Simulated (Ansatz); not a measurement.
Start from SnTe in the rock salt structure (space group Fm-3m, No. 225; a = 6.289 Å). Axes: x, y, z lie along the cube axes.

Level of theory: PBEsol/PAW in Ansatz (a quantum-chemistry and plane-wave program), scalar-relativistic without spin-orbit coupling.

Base values:

Pressure: 0.0 GPa
Shortest interatomic distance: 314.5 pm

One thing is altered: tensor shear ε_xy = +1.71 % (engineering shear γ = 0.0342), atoms relaxed at fixed cell.

Problem. Predict the new energy relative to the base.

Solution. The energy rises by 1.9 meV/atom.

Problem. Estimate the effect on the pressure.

Solution. The pressure (mean of the normal stresses, compression positive) stays 0.0 GPa.

Problem. Predict the new shortest interatomic distance.

Solution. The shortest interatomic distance remains 314.5 pm.

The cells carry an imposed strain or load. Whether these cells are dynamically stable was not tested. All final runs are without spin polarisation.
